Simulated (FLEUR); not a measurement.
Worked example: self-consistent single point of Nb₃Au (Pm-3n, 8 atoms in the cell) in FLEUR.

Method of the run: FLEUR with PBEsol, all-electron FLAPW (FLEUR), scalar-relativistic valence.

The change in words: lattice scaled by 0.98. Reference geometry:
```xyz
8
Lattice="5.2934 0.0000 0.0000 0.0000 5.2934 0.0000 0.0000 0.0000 5.2934" Properties=species:S:1:pos:R:3 pbc="T T T"
Nb     2.6467     1.3234     0.0000
Nb     2.6467     3.9701     0.0000
Nb     1.3234     0.0000     2.6467
Nb     3.9701     0.0000     2.6467
Nb     0.0000     2.6467     1.3234
Nb     0.0000     2.6467     3.9701
Au     2.6467     2.6467     2.6467
Au     0.0000     0.0000     0.0000
```

Reference input (self-consistent single point, DFT, PBEsol, all-electron FLAPW (FLEUR), scalar-relativistic valence): Kmax = 4.4 1/bohr; GmaxXC = 15.4 1/bohr; xcFunctional = PBEs; jspins = 1; l_soc = F; mode = hist; fermiSmearingEnergy = 0.00183747 Htr; mesh (inpgen div1-3) = 5 5 5; inpgen gamma flag = false; Gmax = 15.4 1/bohr; numbands = 0; maxIterBroyd = 40. This run's input differs from it in these lines:

```diff
@@ -3,5 +3,5 @@
 &input film=f /
-10.0031140626 0.0000000000 0.0000000000
-0.0000000000 10.0031140626 0.0000000000
-0.0000000000 0.0000000000 10.0031140626
+9.8030525373 0.0000000000 0.0000000000
+0.0000000000 9.8030525373 0.0000000000
+0.0000000000 0.0000000000 9.8030525373
 1.0
@@ -50,5 +50,5 @@
          <bravaisMatrix>
-            <row-1>   10.0031140625999999     0.0000000000000000     0.0000000000000000</row-1>
-            <row-2>    0.0000000000000000    10.0031140625999999     0.0000000000000000</row-2>
-            <row-3>    0.0000000000000000     0.0000000000000000    10.0031140625999999</row-3>
+            <row-1>    9.8030525372999993     0.0000000000000000     0.0000000000000000</row-1>
+            <row-2>    0.0000000000000000     9.8030525372999993     0.0000000000000000</row-2>
+            <row-3>    0.0000000000000000     0.0000000000000000     9.8030525372999993</row-3>
          </bravaisMatrix>
```

Log, with long lists cut:

```
 Iteration:     1   Distance:      20.02433664 me/bohr^3
 Iteration:     2   Distance:      16.71435478 me/bohr^3
 Iteration:     3   Distance:       8.71579728 me/bohr^3
 Iteration:     4   Distance:       6.54441417 me/bohr^3
 Iteration:     5   Distance:       3.46241333 me/bohr^3
   [... 9 lines left out ...]
 Iteration:    15   Distance:       0.00027439 me/bohr^3
 Iteration:    16   Distance:       0.00021669 me/bohr^3
 Iteration:    17   Distance:       0.00001784 me/bohr^3
 Iteration:    18   Distance:       0.00000232 me/bohr^3
 Run finished successfully
 Stop message:
   Structural relaxation: Done

[file out, last iteration]
             iter=     19
[...]
          total density-effective poten   -1.0440978225E+05
          total charge density-energy d   -1.4222764186E+03
 Updated energy parameters for spin:           1
[...]
 fermi energy and band-weighting factors:
   [... 8 lines left out ...]

[...]
FERMIE:
          first approx. to ef    (T=0)  :   0.554297 htr   (energy of the highest occ. eigenvalue)
          number of occ. states  (T=0)  :        560
          first approx. to seigv (T=0)  : -34.853190 htr
          sum of weights of occ. states :  56.024000
          sum of semicore charge        :   0.000000 e
FERHIS:  Fermi-Energy by histogram:
          bandgap                     :   0.000188 htr
   [... lines left out ...]
          charge neutrality (T=0)     :   0.048000    (zero if the highest occ. eigenvalue is "entirely" occupied)
     EF_NEWTON:  Adjust Fermi-Energy by Newton-Method.
 Direct bandgap for spin            1 :    3.7318213226045227E-003  Htr
 ---->    free energy=                    -60995.6767914553 htr
   [... lines left out ...]
      extrapolation for T->0
 ---->    total electron energy=          -60995.6744709305 htr
 ***** TOTAL FORCES ON ATOMS *****
 TOTAL FORCE FOR ATOM TYPE=  1  X=  4.902   Y=  2.451   Z=  0.000
                       FX_TOT= 0.000000 FY_TOT= 0.000000 FZ_TOT= 0.000000
 TOTAL FORCE FOR ATOM TYPE=  2  X=  4.902   Y=  4.902   Z=  4.902
                       FX_TOT= 0.000000 FY_TOT= 0.000000 FZ_TOT= 0.000000
 Structural relaxation: Done
```

The run converged in 18 iterations. FLEUR gives forces in its relaxation mode, with a further iteration, so its stop message speaks of a relaxation. Against the reference run the free energy falls by 44.9 meV/atom.

The starting cell comes from a database of computed structures (which also holds hypothetical and non-ambient phases and stackings), without a prior relaxation at this level. Its lattice was rescaled by a random factor within 2.5 % of one. For this run, on top of that: lattice scaled by 0.98. Spin-orbit coupling is off. Spin polarisation is off. Values depend on the basis (sphere radii, cutoffs, local orbitals), which need not be converged. The log's line on a gap gives a spacing of levels on this mesh, which the program prints for metals too.

Cost on one core of a shared machine: roughly 8 min.
